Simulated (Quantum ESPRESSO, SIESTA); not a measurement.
## Equation of state of AlB2-type HfB2 (space group 191): energy against volume (SIESTA, LDA)

```
HfB2
1.0
    3.01788     0.00000     0.00000
   -1.50894     2.61356     0.00000
    0.00000     0.00000     3.34465
Hf B
1 2
Direct
  0.00000   0.00000   0.00000
  0.66667   0.33333   0.50000
  0.33333   0.66667   0.50000
```

Method: LDA PW92, numerical atomic orbitals DZP, PseudoDojo LDA standard norm-conserving potentials (rewritten from UPF to PSML) (SIESTA). Settings: XC.functional = LDA; XC.authors = PW92; potentials = PseudoDojo LDA standard; PAO.BasisSize = DZP; PAO.EnergyShift = 0.005 Ry; MeshCutoff = 455 Ry; kgrid.MonkhorstPack = 22 22 17; OccupationFunction = FD; ElectronicTemperature = 50 meV; MaxSCFIterations = 150; SCF.Mixer.Method = Pulay; SCF.Mixer.Weight = 0.2; SCF.Mixer.History = 8; SCF.DM.Tolerance = 1.0E-05. The cell above is the first row's. The rows scale it uniformly. In all rows fractional positions and the k mesh are held. E is the free energy at the stated smearing, counted from the lowest row.

```
V (Å^3/atom)  E (meV/atom)
------------  ------------
8.7935               51.36
8.9847               26.08
9.1759                9.70
9.3670                1.29
9.5582                0.00
9.7493                5.24
9.9405               16.39
10.1317              32.85
10.3228                  ?
```

Problem. Using the third-order Birch-Murnaghan form, a cubic in V^(-2/3), estimate the missing E at V = 10.3228 from the other rows, showing the fit.

Solution. With u = V^(-2/3) - 0.224, the rows have u = 0.010725, 0.007383, 0.004157, 0.001043, -0.001968, -0.004879, -0.007698, -0.010428. Least squares gives E = 0.054 + 761.72·u + 374743·u² + 14987·u³. Residuals (row less fit): 0.013, -0.031, 0.003, 0.034, -0.006, -0.016, 0.000, 0.005; standard error 0.025 (degrees of freedom: 4). Its minimum lies at u = -0.001016, so V0 = (0.222984)^(-3/2) = 9.497. There d²E/du² = 749400 and d³E/du³ = 89920, so B0 = (4/9) × 9.497^(-7/3) × 749400 × 0.160218 = 279 GPa (the last factor turns the table's units into GPa), and B0' = 4 + (2/3) × 0.222984 × (89920)/749400 = 4.0. The program's pressures in the fitted runs (not shown) pass through zero at V = 9.50, 0.00 % from this V0. At the withheld row, u = -0.013072, so E = 0.054 + 761.72 × (-0.013072) + 374743 × (-0.013072)² + 14987 × (-0.013072)³ = 54.098 meV/atom. The calculation gives 54.17 meV/atom, 0.072 meV/atom above the prediction (0.1 % of the range of E in the table). The row lies outside the fitted rows, so this is an extrapolation. From the scatter of the fitted rows alone, a prediction at this place has a standard error of 0.062 meV/atom, so the miss is 1.2 times that.

Carrying the step between the two nearest rows on in a straight line would have given 49.30, off by 4.87; series whose last step already gives the withheld value aren't shown. The scan was laid around a cell of about the measured size, scaled by a guess for this functional; axis ratios and inner coordinates come from that cell. The runs keep the symmetry of the cell, so they don't test it for distortions. A plane-wave scan with the same functional (Quantum ESPRESSO, GBRV) gives V0 = 9.56 Å^3/atom and B0 = 276 GPa; a Birch-Murnaghan fit to all rows here lies -0.7 % from it in V0 and 1 % in B0; the two differ in basis, and may differ in potentials and mesh. Values carry the incompleteness of an atom-centred basis. Spin-orbit coupling is off. The shape of the cell and the inner coordinates aren't relaxed, so V0 and B0 belong to this uniform scaling; a relaxed crystal lies no higher in energy and is usually softer. Cutoffs and mesh are single choices, not tested for convergence of this quantity. Series with a scatter that would blur these digits, or in which a gap closes, are not shown. Nor are scans whose minimum lies at an end fitted in this form.
